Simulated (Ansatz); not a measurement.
Ansatz (a quantum-chemistry and plane-wave program) run on CaP₂Ru₂ (P1, 5 atoms in the cell): relaxation of cell and atoms.

Method: PBEsol, PAW files made with PBE (plane waves; Ansatz).

```yaml
crystal:
  lattice:
    - [-2.02330, 2.02330, 4.96367]
    - [2.02330, -2.02330, 4.96367]
    - [2.02330, 2.02330, -4.96367]
  atoms:
    - { symbol: Ca, position: [0.01094, 0.99471, 0.02146] }
    - { symbol: P, position: [0.61905, 0.62529, 0.97681] }
    - { symbol: P, position: [0.39535, 0.37590, 0.03278] }
    - { symbol: Ru, position: [0.72125, 0.25654, 0.47564] }
    - { symbol: Ru, position: [0.25341, 0.74756, 0.49331] }
```

Reference input (self-consistent single point, DFT, PBEsol, plane waves, PAW files made with PBE): kpoints.mp_grid.grid = 4 4 6; hamiltonian.xc = pbesol; hamiltonian.pseudopotentials = {kind: paw} (an earlier, softer set of the program's PAW files); scf.occupations.method = fermi_dirac; scf.occupations.width = 0.1 eV. This run's input differs from it in these lines:

```diff
@@ -23,2 +23,4 @@
     width: 0.1 eV
+relax:
+  cell: {}
 output:
```

The program printed (abridged):

```
   [... SCF lines of the steps left out ...]
relax step   1: F+E_penalty+E_count = -14911.42022437 eV  Δ(F+E_penalty+E_count) = +0.000e0 eV  max|allowed force component| = 3.040e0 eV/Å  Δτ_max = 0.0000 Å  P = -1.549 GPa  Ω = 81.280 Å³  (9 SCF iters, dr2 threshold 1.00e-7 eV, accepted)
relax step   2: F+E_penalty+E_count = -14911.74478135 eV  Δ(F+E_penalty+E_count) = -3.246e-1 eV  max|allowed force component| = 1.095e0 eV/Å  Δτ_max = 0.1539 Å  P = +1.093 GPa  Ω = 78.536 Å³  energy of the carried Pulay correction = +1.710e-3 eV  (7 [...]
   [... lines left out ...]
relax step   8: F+E_penalty+E_count = -14911.84436875 eV  Δ(F+E_penalty+E_count) = -4.920e-5 eV  max|allowed force component| = 6.469e-4 eV/Å  Δτ_max = 0.0011 Å  P = -0.002 GPa  Ω = 78.355 Å³  energy of the carried Pulay correction = +2.542e-5 eV  [...]
relax step   9: F+E_penalty+E_count = -14911.84434418 eV  Δ(F+E_penalty+E_count) = +2.457e-5 eV  max|allowed force component| = 6.511e-4 eV/Å  Δτ_max = 0.0000 Å  P = -0.002 GPa  Ω = 78.355 Å³  stress off target by 7.35e-3 GPa  SCF on the basis [...]
basis re-selected at this cell: Δ(F+E_penalty+E_count) = +2.457e-5 eV, ΔP = -0.000 GPa vs the last step
Stability not checked: this state was not tested for a lower state beside it, because too few of the mixer's solves of this state at the end of the SCF gave a …
Free energy (F): -14911.844344 eV
Internal energy: -14911.798076 eV  (E = F + TS)
E sigma→0 (E₀):  -14911.821210 eV
Entropy (-TS):   -0.046268 eV (-9.254 meV/atom)
Fermi energy:    15.083061 eV
--- Forces (eV/Å), atoms counted from 1 ---
  atom   1  Ca     0.00001993     0.00008381     0.00040706
   [... lines left out ...]
  cell:  # Å, volume = 78.3549 Å³
   [... lines left out ...]
    - { symbol: P, position: [0.6318412288084927, 0.6318440257595428, 0.0014742396432438569] }
    - { symbol: P, position: [0.36815400635713835, 0.3681591189739297, -0.0014794764884062523] }
    - { symbol: Ru, position: [0.7497831061235315, 0.2502281221272124, 0.5000039016972144] }
    - { symbol: Ru, position: [0.25023243735305806, 0.7497751106278532, 0.5000089341803039] }
```

The run converged.  The full log also holds: “iter 5 did not close the SCF: its close was put off for the readings that it lacked (scf_convergence_deferred on its scf_iter line)”. The full log also holds: “iter 5 did not close the SCF: its close was put off for the readings that it lacked (scf_convergence_deferred on its scf_iter line)”.

Summary of the result:
Free energy E − TS (on the zero of these files): -14911.8443 eV
Fermi level (on the code's own zero): 15.08 eV
Pressure: 0.00 GPa
Final cell: a = b = 5.601 Å, c = 5.599 Å, α = β = 137.81°, γ = 61.15°
Final volume per atom: 15.67 Å³
Relaxation steps: 9

The starting cell comes from a database of computed structures (which also holds hypothetical and non-ambient phases and stackings), without a prior relaxation at this level. Its atoms were displaced at random from the sites of space group no. 139. Spin polarisation is off. Ansatz's pressure includes its estimate of the finite-basis (Pulay) stress.

Cost on one core of a shared machine: roughly 3 min.

Keys are those of Ansatz 0.2.
